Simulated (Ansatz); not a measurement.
**HfS2: response to strain**

Take HfS2 in the CdI2 type structure (space group P-3m1, No. 164; a = 3.606 Å, c = 5.768 Å; layered, stacked along the Cartesian z axis) as the base. Axes: x lies along a and z along c of the hexagonal cell.

Strains are applied to the cell and any free atomic positions relax; under biaxial strain the out-of-plane vector relaxes too.

Method: PBE-D3(BJ) (Ansatz, a quantum-chemistry and plane-wave program), no spin-orbit coupling.

| biaxial strain, plane normal [001], relaxed out of plane (%) | out-of-plane strain (%) |
|---|---|
| -3 | 0.99 |
| -2.5 | 0.84 |
| -2 | 0.69 |
| -0.5 | ? |
| 0 | 0.00 |

Fit ε⊥ = −νε + γε² (strains in %) to the rows shown and predict the withheld row.

Least squares on the printed values gives ν = 0.37 (the biaxial Poisson response) and γ = -0.015 (largest residual 0.00 %); this predicts 0.18 %, and the run gives 0.18 %, in agreement.

Stability against distortions was not tested.
